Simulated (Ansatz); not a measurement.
Take TiN in the rock salt structure (space group Fm-3m, No. 225; a = 4.234 Å; relaxed with 0.1 eV smearing) as the base. Axes: x, y, z lie along the cube axes.

Level of theory: r2SCAN, PAW, 500 eV (Ansatz, a program for electronic structure; without spin-orbit coupling), earlier PAW set.

Before the change:

| Item | Result |
|---|---|
| Pressure | 0.0 GPa |
| Shortest interatomic distance | 4.000 bohr |

The change: tensor shear ε_xy = −1.83 % (engineering shear γ = -0.0366); the atoms relax in the strained cell.

Q: Estimate the effect on the energy relative to the base.

A: The energy grows by 7.1 meV/atom.

Q: How does this affect the pressure?

A: The pressure (mean of the normal stresses, compression positive) stays essentially unchanged (0.0 GPa against 0.1 GPa).

Q: How does this affect the shortest interatomic distance?

A: The shortest interatomic distance remains 4.000 bohr.

Stability against distortions was not tested. The final runs are not spin-polarised. An odd electron count without spin: TiN.
